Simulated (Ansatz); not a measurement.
Base system: Zr in the hcp (Mg type) structure (space group P6_3/mmc, No. 194; a = 3.1825 Å, c = 5.1235 Å; relaxed with 0.1 eV smearing). Axes: x lies along a and z along c of the hexagonal cell.

Computed with plane-wave PAW DFT at the PBEsol level (Ansatz, a program for electronic structure, 420 eV), without spin-orbit coupling.

It is then changed as follows: a pure shear with ε_xz = ε_zx = 0.0114; the atoms relax in the strained cell.

**Question.** Predict the stress tensor and what it implies for the stiffness.

**Answer.** Stress of the strained cell less that of the base (GPa, compression positive):
```
    0.0     0.0    -0.5
    0.0     0.0     0.0
   -0.5     0.0     0.0
```

Then −Δσ/γ with γ = 2ε = 0.0228 gives relaxed-ion elastic constants: C55 ≈ 22 GPa.

Stability against distortions was not tested. The final runs are not spin-polarised.
